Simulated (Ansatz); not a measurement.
AuZn: stress against strain

AuZn (CsCl type, Pm-3m, 15.312 Å³/atom at rest) under an equal strain ε in the (111) plane with the normal axis free, as in a coherent film. PBEsol in Ansatz, a plane-wave DFT program (PAW, default set), 420 eV, 18×18×18 Γ-centred mesh, Fermi-Dirac smearing 0.10 eV; ions are relaxed within the symmetry of each cell. Stress is positive for a compressed cell.

Here s stands for strain and y for stress xx.

| strain (%) | stress xx (GPa) |
|---|---|
| -1.25 | 2.84 |
| -0.83 | 1.88 |
| -0.42 | 0.95 |
| 0.00 | 0.01 |
| 0.42 | -0.94 |
| 0.83 | -1.85 |
| 1.25 | -2.75 |
| 2.50 | ? |

Fit y against s with a straight line, and predict the withheld value at s = 2.50.

Means: s 0, y 0.020. About the means, the sum of products is -10.877 and the sum of squares of s is 4.8556; the slope is their ratio. Least squares gives y = 0.020 - 2.2401·s. Residuals (row less fit): 0.020, 0.001, -0.011, -0.010, -0.019, -0.011, 0.030; standard error 0.020 (degrees of freedom: 5). The slope gives the biaxial elastic modulus of this plane = 224 ± 0.9 GPa. At the withheld row, y = 0.020 - 2.2401 × 2.50 = -5.580 GPa. The calculation gives -5.25 GPa, 0.330 GPa above the prediction (4.1 % of the range of y in the table). The row lies outside the fitted rows, so this is an extrapolation. From the scatter of the fitted rows alone, a prediction at this place has a standard error of 0.031 GPa, so the miss is 10.6 times that.

One order more, fitted to all 13 runs of the series, follows each within 0.05, so the miss is the next term of a smooth law. In a metal these values are sensitive to mesh and smearing; energies are taken to zero smearing, stresses follow the free energy. Rows are the converged runs of the series near zero and its far end; series whose fitted rows scatter by over a few per cent of the range, as at a crossing or softening among them, aren't shown in this form. Most that stay on the fit to the last digits aren't either.
